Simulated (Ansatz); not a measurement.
We consider AlB2-type ZrB₂, described by HSE06 (PAW; Ansatz, a quantum-chemistry and plane-wave program).

Numerical settings: plane-wave cutoff 500 eV, 12×12×8 k mesh (along the axes of the cell as run), Fermi–Dirac smearing 0.05 eV, scalar-relativistic PAW data made under PBE.

Computed at the level's own relaxed cell.

Question: Give the computed equilibrium volume per atom, lattice parameter a and c axis length.

Answer: 
equilibrium volume per atom: 10.15 Å³/atom
lattice parameter a: 3.158 Å
c axis length: 3.526 Å

Measured, for comparison: lattice constant a 3.17 Å, lattice parameter c 3.532 Å (room temperature, no zero-point or thermal correction; as tabulated in Zhang et al. (2020), arXiv:1911.03307). Computed (rounded) less measured: lattice constant a -0.4 %, lattice parameter c -0.2 %. A static lattice is as a rule a little smaller and stiffer than an uncorrected measurement, which narrows the difference in the lattice constant a and would widen misses of the other sign.

Note: exact exchange on metals is sensitive to the k mesh and can open a false gap; the run warned that the count of filled bands differs between k points.

The computed numbers hold no vibrational or temperature effects.
